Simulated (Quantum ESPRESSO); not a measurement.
**Quick settings and what they miss: NbP (I4_1md, 4 atoms in the cell)**

Self-consistent single point.

```
CELL_PARAMETERS angstrom
      1.68950    -1.68950     5.79005
      1.68950     1.68950     5.79005
     -1.68950    -1.68950     5.79005
ATOMIC_POSITIONS crystal
  Nb 0.00000 0.74988 0.74988
  Nb 0.50000 0.99988 0.49988
  P  0.00000 0.33275 0.33275
  P  0.50000 0.58275 0.08275
```

Level of theory: LDA (PZ), GBRV 1.5 ultrasoft (LDA) pseudopotentials (plane waves; Quantum ESPRESSO).

Base settings: ecutwfc = 40 Ry; ecutrho = 320 Ry; occupations = smearing; smearing = fermi-dirac; degauss = 0.0099958 Ry; potentials = {Nb: nb_lda_v1.uspp.F.UPF, P: p_lda_v1.5.uspp.F.UPF}; K_POINTS = automatic 9 9 9 0 0 0; conv_thr = 1e-10 Ry; mixing_beta = 0.4.

Tight run (finer mesh or higher cutoff; not a proven limit): ecutwfc: 40 Ry → 56 Ry; ecutrho: 320 Ry → 448 Ry; conv_thr: 1e-10 Ry → 7.3e-11 Ry; K_POINTS: automatic 9 9 9 0 0 0 → automatic 13 13 13 0 0 0. It gave Fermi level (on the code's own zero) 14.23 eV; pressure -13.53 GPa.

Quick runs, as changes from the base:
- A: the base itself
- B: ecutwfc: 40 Ry → 28 Ry; ecutrho: 320 Ry → 224 Ry; smearing: fermi-dirac → marzari-vanderbilt; degauss: 0.0099958 Ry → 0.0147 Ry; pseudopotentials: {Nb: nb_lda_v1.uspp.F.UPF, P: p_lda_v1.5.uspp.F.UPF} → {Nb: nb_pbesol_v1.uspp.F.UPF, P: p_pbesol_v1.5.uspp.F.UPF}; K_POINTS: automatic 9 9 9 0 0 0 → automatic 8 8 8 1 1 1 [PBEsol]
- C: ecutwfc: 40 Ry → 24 Ry; ecutrho: 320 Ry → 192 Ry; K_POINTS: automatic 9 9 9 0 0 0 → automatic 3 3 3 1 1 1
- D: ecutwfc: 40 Ry → 24 Ry; ecutrho: 320 Ry → 192 Ry; K_POINTS: automatic 9 9 9 0 0 0 → automatic 1 1 1 0 0 0
- E: ecutwfc: 40 Ry → 20 Ry; ecutrho: 320 Ry → 160 Ry; conv_thr: 1e-10 Ry → 7.3e-06 Ry; K_POINTS: automatic 9 9 9 0 0 0 → automatic 2 2 2 1 1 1
- F: ecutwfc: 40 Ry → 20 Ry; ecutrho: 320 Ry → 160 Ry; smearing: fermi-dirac → methfessel-paxton; degauss: 0.0099958 Ry → 0.0147 Ry; K_POINTS: automatic 9 9 9 0 0 0 → automatic 8 8 8 0 0 0

Energies are extrapolated to zero smearing width, which holds to low order in the width alone (under cold and Methfessel-Paxton smearing the free energy itself is taken).

Dashes: energy of B, another energy zero; time of C, D, E, under 30 s; pressure of E, not trusted under this conv_thr with d or f elements.

† marks runs with another functional, U, potentials or spin treatment: their distance from the tight run is not a convergence error alone.

The count of work is k-points × plane waves × bands × iterations; it is no time. Core times come from one kind of shared machine and are given to one figure; runs under 30 s give none.

The starting cell comes from a database of computed structures (which also holds hypothetical and non-ambient phases and stackings), without a prior relaxation at this level. Its lattice was rescaled by a random factor within 2.5 % of one. Spin polarisation is off. In the base run, with a pressure of about -14 GPa the cell is away from its equilibrium volume at this level.

| run | energy less tight (meV/atom) | pressure less tight (GPa) | largest miss in a force vector (eV/Å) | count of work / tight | core time / tight (rough) |
|---|---|---|---|---|---|
| A | 7.1 | -0.02 | 0.001 | 0.21 | 0.2 |
| B† | – | 1.27 | 0.015 | 0.11 | 0.09 |
| C | 129.0 | -0.95 | 0.026 | 0.0079 | – |
| D | 1362.3 | 2.88 | 2.540 | 0.0015 | – |
| E | 303.4 | – | 0.426 | 0.0018 | – |
| F | 117.8 | -0.73 | 0.012 | 0.061 | 0.06 |

Among the runs at the tight run's level, the energy misses run from 7.1 to 1362.3 meV/atom.
